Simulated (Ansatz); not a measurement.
**LiF (model structure, started from the CsCl type, Pm-3m, No. 221, 2 atoms in the cell)**

Method: LDA (plane waves, PAW; Ansatz, a first-principles code).

Run with plane-wave cutoff 520 eV, 14×14×14 k mesh, Fermi–Dirac smearing 0.01 eV, scalar-relativistic PAW data made under PBE.

Cell (relaxed at this level):

```yaml
crystal:
  lattice:
    - [2.46599, 0.00000, 0.00000]
    - [0.00000, 2.46599, 0.00000]
    - [0.00000, 0.00000, 2.46599]
  atoms:
    - { symbol: Li, position: [0.00000, 0.00000, 0.00000] }
    - { symbol: F, position: [0.50000, 0.50000, 0.50000] }
```

```
Property                                                 Result
-------------------------------------------  ------------------
band gap                                     8.29 eV (indirect)
smallest direct gap on the k points sampled             9.10 eV
```

Note: the relaxation could raise the start's symmetry but not lower it, so the cell can be a saddle point.

The computed numbers hold no vibrational or temperature effects.

A model structure was made by putting elements into a prototype or built by hand; it is no filed structure, need not be a known phase, and can be a saddle point held by its symmetry.
